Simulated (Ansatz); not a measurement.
Seebeck coefficient (μV/K, mean over directions) of p-type monolayer SnS$_{2}$ against carrier density, HSE06, rigid bands in Ansatz (a first-principles code). Computed gap 2.38 eV; densities at which minority carriers matter at this gap, or further valleys turn the trend, are left out. Conductivity mass 0.51 mₑ (harmonic mean over directions), N_v = 5.0e13 cm⁻² at 300 K.

```
hole density  300 K  500 K
------------  -----  -----
1.9e9 cm⁻²     1035   1074
1.9e10 cm⁻²     837    875
1.9e11 cm⁻²     639    677
5.7e11 cm⁻²     544    582
1.9e12 cm⁻²     440      ?
5.7e12 cm⁻²     345    384
1.9e13 cm⁻²       ?    280
5.7e13 cm⁻²     147    185
1.9e14 cm⁻²      53     86
```

Q: Fill in the missing entries.

A: 
- 1.9e12 cm⁻², 500 K: 478
- 1.9e13 cm⁻², 300 K: 241

Rigid bands with a gap fixed in temperature, one relaxation time for all states, no polarons or phonon drag, and whether or not such doping can be reached. Spin-orbit coupling is left out; where it splits the top of the valence band, N_v and the p-type Seebeck coefficient come out somewhat high without it. Geometry: cell and atoms relaxed with PBE.
